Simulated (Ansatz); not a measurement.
Defect migration in silicon strained by +1.5 % along x and y, z held: interstitial P, charge state +1. Calculation: PBE, PAW (plane waves to 420 eV; Ansatz, a quantum-chemistry and plane-wave program).

64-site cell at the strained lattice (strain from the relaxed PBE one, atoms relaxed), a 2×2×2 k-point mesh shifted by half a step, smearing 0.01 eV, spin-restricted, no finite-size correction. Static, classical nuclei. The charge state is imposed; whether it is stable for some Fermi level was not computed. Sites that were not tried may lie lower.

Barriers: single points on a 3×3×3 k-point mesh shifted by half a step at the bands' geometries.

Relaxed starting cell (atoms counted from 1):

```xyz
65
Lattice="11.1041 0.0000 0.0000 0.0000 11.1041 0.0000 0.0000 0.0000 10.9400" Properties=species:S:1:pos:R:3 pbc="T T T"
Si     0.0674    -0.2159     2.8557
Si    -0.0239     0.0108     8.2148
Si     0.0092     5.5979     2.7438
Si     0.0211     5.5845     8.1556
Si     5.5248     0.0016     2.7423
Si     5.5511     0.0032     8.2185
Si     5.5465     5.5521     2.7460
Si     5.5448     5.5440     8.1998
Si     1.4830     4.3050     1.3911
Si     1.3981     4.1512     6.8349
Si     1.4768     9.6211     1.3848
Si     1.3794     9.7404     6.8487
Si     6.9154     4.2154     1.3453
Si     6.9419     4.1553     6.8478
Si     6.8544     9.6374     1.4189
Si     6.9202     9.7159     6.8377
Si     0.1519     3.0903    -0.1086
Si    -0.0128     2.7840     5.4701
Si     0.0109     8.3095    -0.0152
Si     0.0126     8.3275     5.4932
Si     5.5516     2.7807     0.0110
Si     5.5504     2.7750     5.4758
Si     5.5226     8.3182    -0.0166
Si     5.5414     8.3311     5.4760
Si     1.3654     1.4191     4.0780
Si     1.3528     1.3982     9.6088
Si     1.4034     6.9498     4.1237
Si     1.4066     6.9413     9.5547
Si     6.9235     1.3624     4.1145
Si     6.9537     1.4042     9.5932
Si     6.9277     6.9307     4.1185
Si     6.9188     6.9442     9.5552
Si     2.7624     0.0090     0.0229
Si     2.7572     0.0075     5.4594
Si     2.8415     5.5988    -0.0247
Si     2.7782     5.5471     5.4790
Si     8.1681    -0.2525    -0.0847
Si     8.3161     0.0050     5.4944
Si     8.3198     5.5955    -0.0063
Si     8.3191     5.5482     5.4780
Si     4.1618     4.1615     4.1089
Si     4.1697     4.1518     9.5615
Si     4.1580     9.7155     4.1162
Si     4.1467     9.7347     9.5802
Si     9.7355     4.2125     4.1230
Si     9.6985     4.2762     9.5105
Si     9.6655     9.6590     4.1731
Si     9.6961     9.6144     9.4680
Si     2.7772     2.7954     2.7188
Si     2.7672     2.7556     8.2154
Si     2.8438     8.2711     2.7544
Si     2.7772     8.3474     8.1983
Si     8.2300     2.8952     2.8249
Si     8.3476     2.7832     8.2168
Si     8.3150     8.3017     2.7498
Si     8.2995     8.2658     8.1281
Si     4.1600     1.3953     1.3685
Si     4.1593     1.3892     6.8366
Si     4.2059     6.9280     1.3607
Si     4.1592     6.9424     6.8421
Si     9.8148     2.0563     1.3578
Si     9.7135     1.3950     6.8392
Si     9.7191     6.9557     1.3646
Si     9.7254     6.9231     6.7977
P     -0.8302     0.0319     0.7503
```
Cell charge +1.

End state 1 differs by these moves (Å; atoms that move under 0.08 Å are left out):

```json
[
 {"atom": "1", "element": "Si", "Δx": "0.09", "Δy": "-0.04", "Δz": "-0.03"},
 {"atom": "9", "element": "Si", "Δx": "-0.07", "Δy": "-0.09", "Δz": "0.00"},
 {"atom": "13", "element": "Si", "Δx": "-0.07", "Δy": "0.09", "Δz": "0.00"},
 {"atom": "17", "element": "Si", "Δx": "-0.06", "Δy": "-0.20", "Δz": "0.02"},
 {"atom": "20", "element": "Si", "Δx": "0.01", "Δy": "-0.06", "Δz": "0.06"},
 {"atom": "37", "element": "Si", "Δx": "0.09", "Δy": "0.04", "Δz": "-0.03"},
 {"atom": "47", "element": "Si", "Δx": "0.07", "Δy": "-0.04", "Δz": "0.04"},
 {"atom": "48", "element": "Si", "Δx": "0.07", "Δy": "0.04", "Δz": "0.04"},
 {"atom": "53", "element": "Si", "Δx": "-0.06", "Δy": "0.20", "Δz": "0.02"},
 {"atom": "56", "element": "Si", "Δx": "0.01", "Δy": "0.06", "Δz": "0.06"},
 {"atom": "59", "element": "Si", "Δx": "-0.09", "Δy": "0.00", "Δz": "0.02"},
 {"atom": "61", "element": "Si", "Δx": "-0.20", "Δy": "0.00", "Δz": "0.02"},
 {"atom": "64", "element": "Si", "Δx": "-0.02", "Δy": "0.00", "Δz": "0.08"},
 {"atom": "65", "element": "P", "Δx": "-1.12", "Δy": "0.00", "Δz": "1.24"}
]
```

**Question.** What forward and backward barriers to end state 1 does PBE, PAW give?

**Answer.** forward 0.53 eV, backward 0.53 eV; at the saddle point atom 65 has neighbours Si at 2.12, 2 Si at 2.25 Å. The saddle point's order was not checked, and it lies on a symmetry element of the cell, where a band can be held.
